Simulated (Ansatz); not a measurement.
Base system: InAs in the zinc blende structure (space group F-43m, No. 216; a = 6.087 Å).

Structures relaxed with PBEsol (Ansatz, a program for electronic structure; PAW; 420 eV plane waves; without spin-orbit coupling).

Base:

Simulated powder pattern, Cu Kα1, λ = 1.54056 Å (kinematic, ideal powder, no thermal factors, no anomalous dispersion; the 10 strongest lines at most, above 2 %, up to 2θ = 90°):

| 2θ (°) | I/Imax (%) | hkl |
|---|---|---|
| 25.32 | 100 | (111) |
| 29.32 | 4.1 | (200) |
| 41.95 | 74 | (220) |
| 49.63 | 47 | (311) |
| 60.82 | 12 | (400) |
| 66.95 | 19 | (331) |
| 76.62 | 24 | (422) |
| 82.23 | 14 | (511) |

After one change:

Simulated powder pattern, Cu Kα1, λ = 1.54056 Å (kinematic, ideal powder, no thermal factors, no anomalous dispersion; the 10 strongest lines at most, above 2 %, up to 2θ = 90°):

```tsv
2θ (°)	I/Imax (%)
25.44	100
41.80	50
42.83	23
48.65	17
50.47	30
62.17	7.5
66.79	13
75.60	8.4
77.74	16
84.07	6.6
```

### Question
Name the change that was made.
A) x(Cd) = 0.5, 4 atoms, P-4m2
B) x(Cd) = 0.333, 6 atoms, I-4m2
C) x(Cd) = 0.667, 6 atoms, P3m1
D) x(Cd) = 0.333, 6 atoms, P3m1

### Answer
B, x(Cd) = 0.333, 6 atoms, I-4m2. Its volume per atom is 27.86 Å³ against 28.19 Å³, and its space group is I-4m2 (No. 119).

Each cell is one ordered arrangement of few atoms, which overstates ordering effects compared with a random alloy. Whether these cells are dynamically stable was not tested. All final runs are without spin polarisation. An odd electron count without spin: CdIn2As3 and CdInAs2.
